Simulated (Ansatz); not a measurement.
Start from SiC in the zinc blende structure (space group F-43m, No. 216).

```
SiC
1.0
    0.00000     2.16449     2.16449
    2.16449     0.00000     2.16449
    2.16449     2.16449     0.00000
Si C
1 1
Direct
  0.00000   0.00000   0.00000
  0.25000   0.25000   0.25000
```

Cartesian axes are those of the cell as printed.

The values are results of Ansatz (an electronic-structure program), LDA, PAW, cutoff 420 eV, spin-orbit coupling left out, not measurements.

Now apply this change: every lattice vector is stretched by 2.00 %; the atoms relax in the strained cell.

Q: Predict the stress tensor and what it implies for the stiffness.

A: Stress of the strained cell less that of the base (GPa, compression positive):
```
 -12.15    0.00    0.00
   0.00  -12.15    0.00
   0.00    0.00  -12.15
```

Then B = −ΔP/(ΔV/V₀) with ΔV/V₀ = 0.0612 gives secant stiffness values (nonlinear terms included at this strain): B ≈ 198 GPa.

As a check, the harmonic strain energy −½ V₀ Δσ:ε is 23 meV/atom; the computed energy rise is 25 meV/atom.

Stability against distortions was not tested.
